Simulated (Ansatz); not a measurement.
ZrC: uniaxial strain ε_zz = −1.50 %

Start from ZrC in the rock salt structure (space group Fm-3m, No. 225; a = 4.6691 Å; relaxed with 0.1 eV smearing). Axes: x, y, z lie along the cube axes.

Modification: uniaxial strain ε_zz = −1.50 %, all other strain components held at zero, atoms relaxed at fixed cell.

Calculations: PBEsol, PAW, 420 eV (Ansatz, a program for electronic structure; no SOC). Settings: 21×21×21 k-points, 0.1 eV Fermi–Dirac smearing.

```json
[
 {"quantity": "volume per atom", "base": "12.72 Å³", "changed": "12.53 Å³", "shift": "-0.19 Å³"},
 {"quantity": "energy relative to the base (free energy F)", "base": "0 meV/atom", "changed": "+4.7 meV/atom", "shift": "+4.7 meV/atom"},
 {"quantity": "pressure (mean of the normal stresses, compression positive)", "base": "0.0 GPa", "changed": "3.8 GPa", "shift": "+3.8 GPa"},
 {"quantity": "band gap", "base": "zero", "changed": "zero", "shift": "–"},
 {"quantity": "stress (xx, yy, zz, yz, xz, xy; compression positive)", "base": "–", "changed": "(1.6, 1.6, 8.1, 0.0, 0.0, 0.0) GPa", "shift": "–"}
]
```

Cost of the whole job for the changed cell (relaxation, final SCF and bands): roughly 28 core-seconds.

Stability against distortions was not tested. The final runs are not spin-polarised.
